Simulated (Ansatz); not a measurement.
Start from GaP in the zinc blende structure (space group F-43m, No. 216; a = 5.4386 Å). Axes: x, y, z lie along the cube axes.

The values are results of Ansatz (a quantum-chemistry and plane-wave program) PBEsol, without spin-orbit coupling, not measurements.

Before the change:

- Valence-band top at Γ: 0.00, 0.00, 0.00 eV
- Smallest direct gap: 1.80 eV

One thing is altered: tensor shear ε_xy = +1.14 % (engineering shear γ = 0.0228), atoms relaxed at fixed cell.

Task: Estimate the effect on the energy relative to the base, valence-band top at Γ and smallest direct gap.

Result: The energy rises by 2.2 meV/atom; the valence-band top at Γ (three highest levels, from the VBM) changes from 0.00, 0.00, 0.00 eV to 0.00, -0.10, -0.18 eV; the smallest direct gap falls by 0.113 eV to 1.68 eV.

The cells carry an imposed strain or load. Stability against distortions was not tested.
